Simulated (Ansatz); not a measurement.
Given:

```yaml
crystal:
  lattice:
    - [0.00000, 2.99800, 2.99800]
    - [2.99800, 0.00000, 2.99800]
    - [2.99800, 2.99800, 0.00000]
  atoms:
    - { symbol: In, position: [0.00000, 0.00000, 0.00000] }
    - { symbol: P, position: [0.25000, 0.25000, 0.25000] }
```

No spin polarisation.

The values are results of PBEsol/PAW in Ansatz (a quantum-chemistry and plane-wave program), no SOC, not measurements. Γ-centred 10×10×10 mesh, Fermi–Dirac width 0.05 eV.

Question: Predict the pressure.

Answer: -3.45 GPa.

Question: What is the computed band gap?

Answer: 0.25 eV.

Question: Estimate the gap character.

Answer: Direct at Γ.

The cells carry an imposed strain or load. Whether these cells are dynamically stable was not tested. The cell was made from InP in the zinc blende structure (space group F-43m, No. 216) by this change: isotropic strain +2.00 %. The zero or small gap of InP under isotropic strain +2.00 % can change with the level of theory.
